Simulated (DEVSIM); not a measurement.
System: abrupt Si p-n junction, at 250 K.

Layer 1 from the left is Si, thickness (μm) 20.0, Na (cm⁻³) 1e15, τn (s) 2.4e-7, τp (s) 2.4e-7. Layer 2 from the left is Si, thickness (μm) 1.80, Nd (cm⁻³) 1.5e14, τn (s) 2.4e-7, τp (s) 2.4e-7.

Left contact: ohmic. Right contact: ohmic. Voltage is applied to the left contact. Recombination: SRH at mid-gap, radiative, Auger. Gap narrowing is on: ΔEg = 6.92 meV × (l + √(l² + 0.5)), l = ln(N/1.3e17 cm⁻³), shared equally by both band edges. Mobility is constant in doping.

Constants are typed, rounded textbook-type inputs, not results; the design itself was drawn at random and stands for no fabricated device. Values at 300 K; Nc and Nv go as T^1.5, mobilities as T to minus their exponent, the gap by Varshni's rule with the affinity fixed.

Si: gap (eV) 1.124, affinity (eV) 4.05, permittivity 11.7, Nc (cm⁻³) 2.86e19, Nv (cm⁻³) 3.1e19, μn (cm²/Vs) 1417, μp (cm²/Vs) 470, T exponent of μn 2.3, T exponent of μp 2.2, B (cm³/s) 4.7e-15, Cn (cm⁶/s) 2.8e-31, Cp (cm⁶/s) 9.9e-32, Varshni α (eV/K) 0.000473, Varshni β (K) 636.

Simulated with DEVSIM: 1D drift-diffusion, Boltzmann statistics, complete ionisation; no tunnelling, impact ionisation, image-force lowering or self-heating.

**Question.** What does the simulation give for the potential step across the device at zero bias, the dark forward voltage at 100 A/cm², the dark forward voltage at 1 A/cm², the largest field in the device at zero bias?

**Answer.** potential step across the device at zero bias 0.663 V; dark forward voltage at 100 A/cm² 1.229 V; dark forward voltage at 1 A/cm² 0.624 V; largest field in the device at zero bias 5200 V/cm.
